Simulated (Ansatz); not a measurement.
**Mg in the hcp (Mg type) structure (space group P6_3/mmc, No. 194)**

```xyz
2
Lattice="3.1865 0.0000 0.0000 -1.5932 2.7595 0.0000 0.0000 0.0000 5.2236" Properties=species:S:1:pos:R:3 pbc="T T T"
Mg     0.0000     1.8397     3.9177
Mg     1.5932     0.9198     1.3059
```

All numbers come from PBE/PAW in Ansatz (a quantum-chemistry and plane-wave program), no spin-orbit coupling. Settings: 17×17×9 k-points, 0.05 eV Fermi–Dirac smearing.

The volume per atom is 22.97 Å³, the density is 1.76 g/cm³ and the band gap comes out as zero. The total energy is -1923.804 eV/atom (σ→0; compares only within this code and set-up).

Whether these cells are dynamically stable was not tested.
